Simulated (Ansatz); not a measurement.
The starting structures come from a database of crystals and need not be the phases stable at ambient conditions.

The decay constant κ of evanescent states in the gap governs leakage through a thin film.

Consider the following.

```
Al2O3
1.0
    4.94387     0.00000     0.00000
    0.00000     7.23174     0.00000
    0.00000     0.00000     5.08511
Al O
8 12
Direct
  0.74785   0.39040   0.03051
  0.25215   0.60960   0.96949
  0.75215   0.10960   0.53051
  0.24785   0.89040   0.46949
  0.75215   0.89040   0.96949
  0.24785   0.10960   0.03051
  0.74785   0.60960   0.46949
  0.25215   0.39040   0.53051
  0.89298   0.65400   0.10198
  0.10702   0.34600   0.89802
  0.60702   0.84600   0.60198
  0.39298   0.15400   0.39802
  0.60702   0.15400   0.89802
  0.39298   0.84600   0.10198
  0.89298   0.34600   0.39802
  0.10702   0.65400   0.60198
  0.95060   0.00000   0.25000
  0.04940   0.00000   0.75000
  0.54940   0.50000   0.75000
  0.45060   0.50000   0.25000
```

Space group of this cell: Pbcn. The cell is strained (all lengths scaled by 1.02); by r2SCAN its mean pressure is -19.5 GPa.

Transport runs along the normal of the first two printed cell vectors.

No gap correction and no spin-orbit coupling; mid-gap values are interpolated between computed energies.

**Question.** Estimate the band gap and the smallest decay constant κ at mid-gap that r2SCAN (Ansatz, a program for electronic structure) returns for this system.

**Answer.** Gap 5.49 eV on a 6×4×6 mesh; κ = 0.346 1/Å, at the zone centre.
